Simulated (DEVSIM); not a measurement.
System: abrupt GaAs n-p junction, at 300 K.

```csv
layer (left to right),material,thickness (μm),Nd (cm⁻³),Na (cm⁻³),τn (s),τp (s)
1,GaAs,1.80,8.5e15,-,4e-10,4e-10
2,GaAs,20.0,-,1.7e14,4e-10,4e-10
```

Left contact: ohmic. Right contact: ohmic. Voltage is applied to the left contact. Recombination: SRH at mid-gap, Auger. Mobility is constant in doping.

Constants are typed, rounded textbook-type inputs, not results; the design itself was drawn at random and stands for no fabricated device. Values at 300 K.

```
parameter        GaAs
-------------  ------
gap (eV)        1.424
affinity (eV)    4.07
permittivity     12.9
Nc (cm⁻³)      4.7e17
Nv (cm⁻³)        9e18
μn (cm²/Vs)      8500
μp (cm²/Vs)       400
Cn (cm⁶/s)      1e-30
Cp (cm⁶/s)      1e-30
```

Model (solved in DEVSIM): 1D drift-diffusion, Boltzmann statistics, complete ionisation; no tunnelling, impact ionisation, image-force lowering or self-heating.

Tabulate band edges, carrier densities and field at -1.05 V on the left contact.

Energies count from the Fermi level of the right contact; mesh points crowd at the junctions.

```tsv
x (μm)	Ec (eV)	Ev (eV)	n (cm⁻³)	p (cm⁻³)	field (V/cm)
0.000	1.154	-0.270	8.5e15	< 1e2	≈ 0
0.03215	1.154	-0.270	8.5e15	6.3e8	≈ 0
0.1062	1.154	-0.270	8.5e15	2.1e9	≈ 0
0.2766	1.154	-0.270	8.5e15	5.6e9	≈ 0
0.8912	1.154	-0.270	8.5e15	2.4e10	≈ 0
1.407	1.154	-0.270	8.5e15	5.6e10	≈ 0
1.643	1.155	-0.269	8.1e15	8.4e10	250
1.765	1.168	-0.256	4.8e15	1.7e11	2900
1.799	1.182	-0.242	2.9e15	2.9e11	5100
1.828	1.195	-0.229	1.7e15	4.9e11	4200
1.899	1.220	-0.204	6.5e14	1.3e12	3000
2.144	1.274	-0.150	8.2e13	1.1e13	1600
2.642	1.322	-0.102	1.2e13	8.3e13	490
3.813	1.334	-0.090	4.5e12	1.7e14	-40
8.147	1.300	-0.124	1.5e12	1.7e14	-97
14.88	1.227	-0.197	4.1e11	1.7e14	-120
18.87	1.179	-0.245	1.8e11	1.7e14	-120
20.57	1.158	-0.266	9.5e10	1.7e14	-120
21.42	1.147	-0.277	3.4e10	1.7e14	-120
21.65	1.145	-0.279	1.4e10	1.7e14	-120
21.75	1.143	-0.281	4.8e9	1.7e14	-120
21.80	1.143	-0.281	< 1e2	1.7e14	-120
```
